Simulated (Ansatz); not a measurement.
Seebeck coefficient (μV/K, mean over directions) of p-type CdS (P6_3mc) against carrier density, Ansatz (a program for electronic structure) with PBEsol with spin-orbit coupling, rigid bands. Computed gap 1.08 eV; densities at which minority carriers matter at this gap, or further valleys turn the trend, are left out. Conductivity mass 1.26 mₑ (harmonic mean over directions), N_v = 4.5e19 cm⁻³ at 300 K.

```tsv
hole density	300 K	500 K
1e16 cm⁻³	972	1052
1e17 cm⁻³	774	853
1e18 cm⁻³	576	655
3e18 cm⁻³	481	560
1e19 cm⁻³	379	[?]
3e19 cm⁻³	289	364
1e20 cm⁻³	197	[?]
3e20 cm⁻³	127	182
1e21 cm⁻³	66	104
```

Q: Some entries are withheld; supply them.

A: 
- 1e19 cm⁻³, 500 K: 457
- 1e20 cm⁻³, 500 K: 265

Rigid bands with a gap fixed in temperature, one relaxation time for all states, no polarons or phonon drag, and whether or not such doping can be reached.
